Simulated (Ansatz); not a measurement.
The decay constant κ of evanescent states in the gap governs leakage through a thin film.

Given:

```xyz
2
Lattice="3.8700 0.0000 0.0000 -1.9350 3.3515 0.0000 1.9350 -1.1172 3.1598" Properties=species:S:1:pos:R:3 pbc="T T T"
Al     0.0000     0.0000     0.0000
P      3.8700     0.0000     2.3699
```

The cell is taken as given; by LDA it stands under a pressure of -1.9 GPa.

Transport runs along the normal of the first two printed cell vectors, the (111) plane of the conventional cell.

No gap correction and no spin-orbit coupling; mid-gap is the computed energy nearest the middle.

**Question.** State the band gap and the smallest decay constant κ at mid-gap according to Ansatz (a quantum-chemistry and plane-wave program) with LDA.

**Answer.** Gap 1.46 eV on a 10×10×10 mesh; κ = 0.142 1/Å, at the zone centre.
